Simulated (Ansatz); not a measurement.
Base system: TaAs (space group I4_1md, No. 109).

```
TaAs
1.0
   -1.71441     1.71441     5.79158
    1.71441    -1.71441     5.79158
    1.71441     1.71441    -5.79158
Ta As
2 2
Direct
  0.99899   0.99899   0.00000
  0.74899   0.24899   0.50000
  0.41701   0.41701   0.00000
  0.16701   0.66701   0.50000
```

The values are results of Ansatz (a first-principles code) PBEsol, scalar-relativistic without spin-orbit coupling, earlier PAW set, not measurements.

Base values:

- Lattice parameter a = 3.429 Å
- c/a ratio = 3.378

The change: every Ta is replaced by Cd; the structure is relaxed again.

Tabulated Pauling electronegativity and covalent radius: Ta 1.50, 1.70 Å; Cd 1.69, 1.44 Å.

Estimate the effect on the lattice parameter a and c/a ratio.

The lattice parameter a grows by 0.363 Å (3.429 Å → 3.792 Å); the c/a ratio falls by 0.2266 (3.378 → 3.152).

Whether these cells are dynamically stable was not tested. As relaxed here, CdAs is a hypothetical phase, not in the database extracts checked. The final runs are not spin-polarised.
